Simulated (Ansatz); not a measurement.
The cell is made up: elements placed on another compound's structure type, so the phase may be hypothetical.

By PBEsol, the system below comes out a metal.

Here is the system:

```
CELL_PARAMETERS angstrom
      3.02195     0.00000     0.00000
      1.51097     2.61709     0.00001
      0.00000     1.74472     6.06469
ATOMIC_POSITIONS crystal
  Ir 0.50000 0.00000 0.50000
  Pd 0.00000 0.00000 0.00000
  N  0.89125 0.21749 0.67376
  N  0.10875 0.78251 0.32624
```

Space group of this cell: R-3m. The cell was relaxed by PBE-D3(BJ); by PBEsol its mean pressure is -3.6 GPa.

The current flows along the normal of the first two printed cell vectors. No spin-orbit coupling; the value is a mean over 0.1 eV about the Fermi level.

**Question.** Compute, with PBEsol (Ansatz, a quantum-chemistry and plane-wave program), the ballistic conductance per area.

**Answer.** 1.2 × 10¹⁵ S/m² for both spins.
